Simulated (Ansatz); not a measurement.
Take WSi2 (space group I4/mmm, No. 139; a = 3.2292 Å, c = 7.8702 Å; relaxed with 0.1 eV smearing) as the base.

(Cell as relaxed with PBE.)

Levels (all Ansatz, a program for electronic structure, PAW, earlier PAW set): PBE (420 eV, scalar-relativistic without spin-orbit coupling); r2SCAN (500 eV, no spin-orbit coupling).

Each level relaxes its own structure.

```tsv
base	PBE	r2SCAN
volume per atom	13.68 Å³	13.42 Å³
lattice parameter a	3.229 Å	3.212 Å
band gap	zero	zero
```

Modification: the cell is scaled by 1.0224 in all directions; the atoms relax in the strained cell.

```json
[
 {"quantity": "pressure (mean of the normal stresses, compression positive)", "PBE": "-12.5 GPa", "r2SCAN": "-13.4 GPa"},
 {"quantity": "band gap", "PBE": "zero", "r2SCAN": "zero"}
]
```

PBE's pressure lies 0.95 GPa above r2SCAN's; the two agree on the band gap. Neither level is exact; r2SCAN is the comparison here, not a measurement.

No phonon test of stability was made. All final runs are without spin polarisation.
